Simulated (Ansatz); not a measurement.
Surface dipole against coverage: K on fcc Rh (100)

One K atom in each cell of a four-layer slab of fcc Rh (100), started at a fourfold hollow site; the adatom and the upper two layers relax, with a dipole correction. Δφ is the change of the top face's work function against the clean slab's 5.07 eV. By the Helmholtz relation an adatom's dipole is μ = |Δφ|/(0.377 eV × n) in debye, for n adatoms per nm². In Topping's model neighbouring dipoles depolarise each other, so that 1/μ = (1 + 9α·n^(3/2))/μ0 is a line in x = n^(3/2). The numbers are results of PBE (plane waves to 420 eV, PAW; Ansatz, a program for electronic structure), not measurements. All cells sample the k points of the 1×1 cell's 12×12×1 mesh, with Fermi-Dirac smearing of 0.1 eV (energies taken to zero smearing), without spin polarisation or spin-orbit coupling.

| cell | x (nm⁻³) | 1/μ (1/D) | n (nm⁻²) | Δφ (eV) |
|---|---|---|---|---|
| 4×3 | 1.22 | 0.214 | 1.14 | -2.01 |
| 3×3 | 1.86 | 0.225 | 1.51 | -2.53 |
| 4×2 | 2.22 | 0.243 | 1.70 | -2.63 |
| 3×2 | 3.42 | 0.266 | 2.27 | -3.21 |
| 2×2 | 6.30 | ? | 3.41 | ? |

Problem. Using a straight line, estimate the missing 1/μ at x = 6.30 from the other rows, showing the fit.

Solution. With u = x - 2.2, the rows have u = -0.9800, -0.3400, 0.0200, 1.2200. Means: u -0.020000, 1/μ 0.2370. About the means, the sum of products is 0.062120 and the sum of squares of u is 2.5632; the slope is their ratio. Least squares gives 1/μ = 0.2375 + 0.02424·u. Residuals (row less fit): 0.0003, -0.0043, 0.0050, -0.0011; standard error 0.0047 (degrees of freedom: 2). At x = 0 the line gives 1/μ0 = 0.184, so a lone adatom carries about 5.4 D, its positive end outward; slope over intercept is 9α, which puts α at roughly 15 Å³, a figure that hangs on Δφ's last digit. At the withheld row, u = 4.1000, so 1/μ = 0.2375 + 0.02424 × 4.1000 = 0.3369 1/D. The calculation gives 0.361 1/D, 0.0241 1/D above the prediction (16.4 % of the range of 1/μ in the table). The row lies outside the fitted rows, so this is an extrapolation.

The model takes a square or triangular net of point dipoles; the 4×2, 3×2 and 4×3 nets are stretched, and dense layers bond among themselves. Only series are tabulated where Δφ keeps its sign and exceeds 0.12 eV, and the fitted rows scatter about the line by under a tenth of the table's range (standard error).

As a change of work function, the prediction is 0.377 × 3.41/0.337 = 3.81 eV in size, against 3.56 eV from the run.

Each row is one calculation, so residuals can be the form's limits or numerical noise.
